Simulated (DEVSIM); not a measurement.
Device: Si n-p junction from an implanted or diffused profile, at 300 K.

Layer 1 from the left is Si, thickness (μm) 16.0, Na (cm⁻³) 8e15, τn (s) 0.00053, τp (s) 0.00053.

Added donor profile: 5.5e17 cm⁻³ × exp(−(x − 0.049 μm)²/(2·(0.036 μm)²)). Left contact: ohmic. Right contact: ohmic. Voltage is applied to the left contact. Recombination: SRH at mid-gap, Auger. Mobility is μmin + (μ − μmin)/(1 + (N/Nref)^α).

The device is made up for the run: typed textbook-type constants, with dimensions and the other settings drawn at random. Values at 300 K.

Si: gap (eV) 1.124, affinity (eV) 4.05, permittivity 11.7, Nc (cm⁻³) 2.86e19, Nv (cm⁻³) 3.1e19, μn (cm²/Vs) 1417, μp (cm²/Vs) 470, μn,min 52, μp,min 45, Nref,n 9.7e16, Nref,p 2.2e17, αn 0.68, αp 0.72, Cn (cm⁶/s) 2.8e-31, Cp (cm⁶/s) 9.9e-32.

Model (solved in DEVSIM): 1D drift-diffusion, Boltzmann statistics, complete ionisation; no tunnelling, impact ionisation, image-force lowering or self-heating.

Task: What does the simulation give for the dark forward voltage at 100 A/cm², the dark forward voltage at 1 A/cm², the potential step across the device at zero bias?

Result: dark forward voltage at 100 A/cm² 0.777 V; dark forward voltage at 1 A/cm² 0.606 V; potential step across the device at zero bias 0.783 V.
